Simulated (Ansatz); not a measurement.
A self-consistent single point of ZnNi (P4mm, 2 atoms in the cell) with Ansatz (a program for electronic structure).

Method of the run: LDA (PW92), default PAW files made with PBE (plane waves; Ansatz).

The change in words: lattice scaled by 0.98; basis.ecutrho_ratio: default → 10. Reference geometry:
```yaml
crystal:
  lattice:
    - [2.71006, 0.00000, 0.00000]
    - [0.00000, 2.71006, 0.00000]
    - [0.00000, 0.00000, 3.19786]
  atoms:
    - { symbol: Zn, position: [0.50000, 0.50000, 0.51563] }
    - { symbol: Ni, position: [0.00000, 0.00000, 0.00000] }
```

Reference input (self-consistent single point, DFT, LDA (PW92), plane waves, default PAW files made with PBE): basis.ecutwfc = 420 eV; kpoints.mp_grid.grid = 12 12 10; hamiltonian.xc = lda; hamiltonian.pseudopotentials = {kind: paw} (the program's default PAW files); scf.occupations.method = fermi_dirac; scf.occupations.width = 0.1 eV. This run's input differs from it in these lines:

Ansatz 0.2 input:
```diff
@@ -2,5 +2,5 @@
   lattice:
-    - [2.710063, 0.000000, 0.000000]
-    - [0.000000, 2.710063, 0.000000]
-    - [0.000000, 0.000000, 3.197860]
+    - [2.655862, 0.000000, 0.000000]
+    - [0.000000, 2.655862, 0.000000]
+    - [0.000000, 0.000000, 3.133903]
   atoms:
@@ -10,2 +10,3 @@
   ecutwfc: 420.0
+  ecutrho_ratio: 10
 kpoints:
```

Output, abridged:

```
SCF iter   1: F=—  HF=-9020.239777 eV  |F-HF|=—  |Δ(HF+E_count)|=         —  Δρ=2.47e-2  dr2=7.29e-2  ethr=1.77e-3  ⟨swp⟩=5.3  Hψ=14313  notcnv=0
all-band conjugate gradients solve this SCF's bands
preconditioner: auto → none
SCF iter   2: F=—  HF=-9020.231136 eV  |F-HF|=—  |Δ(HF+E_count)|=   8.64e-3  Δρ=1.06e-2  dr2=1.54e-2  ethr=2.43e-4  ⟨swp⟩=2.0  Hψ=5076  notcnv=0  defer=5
SCF iter   3: F=—  HF=-9020.229577 eV  |F-HF|=—  |Δ(HF+E_count)|=   1.56e-3  Δρ=2.12e-3  dr2=4.59e-4  ethr=5.14e-5  ⟨swp⟩=1.5  Hψ=3506  notcnv=0  defer=5
SCF iter   4: F=—  HF=-9020.229363 eV  |F-HF|=—  |Δ(HF+E_count)|=   2.14e-4  Δρ=5.76e-4  dr2=4.10e-5  ethr=1.53e-6  ⟨swp⟩=2.0  Hψ=5002  notcnv=0  defer=5
SCF iter   5: F=—  HF=-9020.229345 eV  |F-HF|=—  |Δ(HF+E_count)|=   1.81e-5  Δρ=1.20e-4  dr2=1.05e-6  ethr=1.37e-7  ⟨swp⟩=2.1  Hψ=4546  notcnv=0  defer=5
SCF iter   6: F=-9020.229345 eV  HF=-9020.229345 eV  |F-HF|=1.44e-9  |Δ(HF+E_count)|=   6.14e-7  Δρ=1.79e-5  dr2=2.27e-8  ethr=3.33e-10  ⟨swp⟩=7.3  Hψ=17382  notcnv=0
SCF 1 converged in 6 iterations: F = -9020.229345 eV  dr2 = 2.27e-8
Free energy (F): -9020.229345 eV
Internal energy: -9020.208762 eV  (E = F + TS)
E sigma→0 (E₀):  -9020.219053 eV
Entropy (-TS):   -0.020583 eV (-10.292 meV/atom)
Fermi energy:    16.367688 eV
--- Forces (eV/Å), atoms counted from 1 ---
  atom   1  Zn     0.00000000     0.00000000    -0.42704803
  atom   2  Ni     0.00000000     0.00000000     0.42707428
--- Stress (GPa, compression-positive) ---
       -0.123734       0.000000       0.000000
        0.000000      -0.123734       0.000000
        0.000000       0.000000       1.007095
  P = ⅓ Tr σ = 0.2532 GPa (2.532 kbar)
  The stress holds the Pulay correction. Without it, at fixed plane waves, as pw.x and ABINIT print it: P = 0.1401 GPa
```

The run converged in 6 iterations. Against the reference run the free energy goes down by 21.9 meV/atom, the pressure goes from -9.82 to 0.25 GPa and the largest force goes from 0.330 to 0.427 eV/Å.

The starting cell comes from a database of computed structures (which also holds hypothetical and non-ambient phases and stackings), without a prior relaxation at this level. Its lattice was rescaled by up to half a per cent. One atom was moved a little off its site on purpose. For this run, on top of that: lattice scaled by 0.98. Spin polarisation is off. Ansatz's pressure includes its estimate of the finite-basis (Pulay) stress.
